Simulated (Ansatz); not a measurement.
Where the default PAW files enter, the runs use the earlier of Ansatz's two default sets.

By PBEsol, the system below comes out a metal.

A figure of merit of an interconnect metal is its ballistic conductance per area.

Given:

```
NiSi2
1.0
    3.80870     0.00000     0.00000
    0.00000     5.38631     0.00000
    1.90435     2.69315     1.90435
Si Ni
2 1
Direct
  0.50000   0.25000   0.00000
  0.50000   0.75000   0.00000
  0.00000   0.00000   0.00000
```

Space group of this cell: Fm-3m. The cell is taken as given.

The current flows along the normal of the first two printed cell vectors, the (110) plane of the conventional cell. No spin-orbit coupling; the value is a mean over 0.1 eV about the Fermi level.

### Question
Compute, with Ansatz (a first-principles code) with PBEsol, the ballistic conductance per area.

### Answer
0.58 × 10¹⁵ S/m² for both spins.
